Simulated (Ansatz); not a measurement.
Consider interstitial C in fcc Al, neutral cell. Calculation: PBE, PAW (plane waves to 420 eV; Ansatz, a program for electronic structure).

Cell of 32 host sites held at the relaxed PBE lattice; a 3×3×3 k-point mesh shifted by half a step; Fermi-Dirac width 0.10 eV, spin-restricted; finite-size errors left in. Static, classical nuclei. Sites that were not tried may lie lower.

Barriers: single points on a 5×5×5 k-point mesh shifted by half a step at the bands' geometries (they differ from the bands' own by up to 0.06 eV, and are uncertain by about as much).

The step: a direct jump of one C atom. Atoms about the jump, Cartesian Å from the middle of the jump, before and after:

```
atom     x0     y0     z0     x1     y1     z1
----  -----  -----  -----  -----  -----  -----
C1     0.50  -0.50  -0.50  -0.50   0.50   0.50
Al2    0.50  -0.50   1.58   0.62  -0.61   1.62
Al3   -1.58  -0.50  -0.50  -1.62  -0.61  -0.62
Al4    0.50   1.59  -0.50   0.61   1.62  -0.61
Al5   -1.54   1.54   1.54  -1.62   1.62   1.62
Al6    0.50  -2.59  -0.50   0.53  -2.54  -0.53
Al7    2.59  -0.50  -0.50   2.55  -0.52  -0.53
Al8    0.50  -0.50  -2.59   0.53  -0.53  -2.54
```

Question: Predict the transition state.

Answer: 
```tsv
atom	x	y	z
C1	-0.04	0.03	0.04
Al2	0.60	-0.60	1.77
Al3	-1.78	-0.60	-0.61
Al4	0.60	1.77	-0.61
Al5	-1.37	1.37	1.37
Al6	0.46	-2.45	-0.47
Al7	2.46	-0.47	-0.47
Al8	0.47	-0.47	-2.47
```
It lies 0.66 eV above the start and 0.24 eV above the end. The saddle point's order was not checked, and it lies on a symmetry element of the cell, where a band can be held.
